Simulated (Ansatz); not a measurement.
## TiAl3 (model structure, started from the D022 type, I4/mmm, No. 139, 4 atoms in the cell)

All values below come from r²SCAN (Ansatz, a first-principles code, PAW).

Numerical settings: plane-wave cutoff 560 eV, 20×20×20 k mesh, Fermi–Dirac smearing 0.05 eV, no spin polarisation, scalar-relativistic PAW data made under PBE.

Cell (relaxed at this level):

Space group I4/mmm (No. 139); a = b = 3.824 Å, c = 8.560 Å, α = β = γ = 90.00°

```json
[
 {"atom": "Al", "site": "2b", "symmetry": "4/mmm", "x": "0.0000", "y": "0.0000", "z": "0.5000"},
 {"atom": "Al", "site": "4d", "symmetry": "-4m2", "x": "0.0000", "y": "0.5000", "z": "0.2500"},
 {"atom": "Ti", "site": "2a", "symmetry": "4/mmm", "x": "0.0000", "y": "0.0000", "z": "0.0000"}
]
```
(The calculation used a cell of 4 atoms; values per cell refer to that cell.)

- band gap: zero (no gap)
- bulk modulus: 116 GPa

Note: the bulk modulus is −V dP/dV from two relaxed cells at ±2 % in volume.

Computed values are for the static lattice.

Computing time: around 5 core-minutes (rough).

A model structure was made by putting elements into a prototype or built by hand; here it ended with the formula and space group of a phase in our tables.
